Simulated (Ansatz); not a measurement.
Consider a periodic stack without vacuum, hcp Mg (1 1 0) on polar orthorhombic HfO2 (0 0 1) (film strained to the substrate, faces as cut): substrate slab Hf12O24, film Mg12, surface cells [[0, -1], [1, 0]] and [[1, 0], [0, 1]], film strained by -4.5 and -2.1 %, faces O/Hf and Mg/Mg as cut (like faces can put a slab off its formula). Its start:

```
CELL_PARAMETERS angstrom
      5.06908     0.00000     0.01555
      0.00000     5.29387    -0.00287
      1.34972    -0.45599    26.46396
ATOMIC_POSITIONS crystal
  Hf 0.23777 0.55563 0.17557
  Hf 0.28199 0.96247 0.07825
  Hf 0.72291 0.46227 0.07829
  Hf 0.70947 0.05569 0.17569
  O  0.05275 0.88572 0.14974
  O  0.01188 0.70660 0.05029
  O  0.01035 0.20692 0.04977
  O  0.91015 0.38504 0.14935
  O  0.52089 0.20761 0.03169
  O  0.44582 0.25398 0.12792
  O  0.52903 0.75370 0.12776
  O  0.51213 0.70859 0.03148
  Hf 0.18598 0.57316 0.36581
  Hf 0.21504 0.99729 0.27056
  Hf 0.67827 0.49763 0.27062
  Hf 0.65355 0.07323 0.36574
  O  0.00029 0.90581 0.34192
  O  0.02479 0.66149 0.24580
  O  0.88201 0.16162 0.24597
  O  0.85234 0.40602 0.34211
  O  0.41968 0.29063 0.22375
  O  0.39153 0.27160 0.31978
  O  0.47362 0.77173 0.31968
  O  0.50034 0.79027 0.22359
  Hf 0.12583 0.59971 0.55655
  Hf 0.16183 0.01442 0.46170
  Hf 0.62510 0.51501 0.46175
  Hf 0.61704 0.10114 0.55516
  O  0.95007 0.92572 0.53173
  O  0.97127 0.67800 0.43674
  O  0.82911 0.17705 0.43681
  O  0.80693 0.42826 0.53113
  O  0.36719 0.30723 0.41557
  O  0.33623 0.29431 0.51239
  O  0.42712 0.79298 0.51242
  O  0.44455 0.80729 0.41549
  Mg 0.47300 0.00341 0.66005
  Mg 0.98152 0.37156 0.65963
  Mg 0.46467 0.51736 0.72300
  Mg 0.96180 0.88353 0.72346
  Mg 0.44740 0.03076 0.78541
  Mg 0.94813 0.39545 0.78590
  Mg 0.42928 0.54126 0.84767
  Mg 0.92917 0.90669 0.84813
  Mg 0.40750 0.04900 0.90894
  Mg 0.90788 0.41391 0.90946
  Mg 0.25460 0.45355 0.00384
  Mg 0.79845 0.95159 0.00304
```

The start was prepared with a machine-learned potential, and the result is one local minimum, with the in-plane cell held and forces under 0.04 eV/Å; the film can end far from its bulk form.

These are PBE (plane waves to 420 eV, PAW; Ansatz, an electronic-structure program) values and carry that method's errors. Spin–orbit coupling is left out; the runs are not spin-polarised; PBE gaps are too small against experiment. Its k-point mesh 5×5×1, Fermi–Dirac width 0.05 eV.

Task: Predict the relaxed interface.

Result: 
```
Quantity                                                                                    Value
--------------------------------------------------------------------------------  ---------------
interface area                                                                            26.8 Å²
period                                                                                    25.44 Å
gaps between the outermost planes at the two interfaces                           2.10 and 0.67 Å
Hf–Mg contacts across the interfaces within 1.22 times the sum of covalent radii  18, mean 3.32 Å
Mg–O contacts across the interfaces within 1.22 times the sum of covalent radii    8, mean 2.06 Å
```
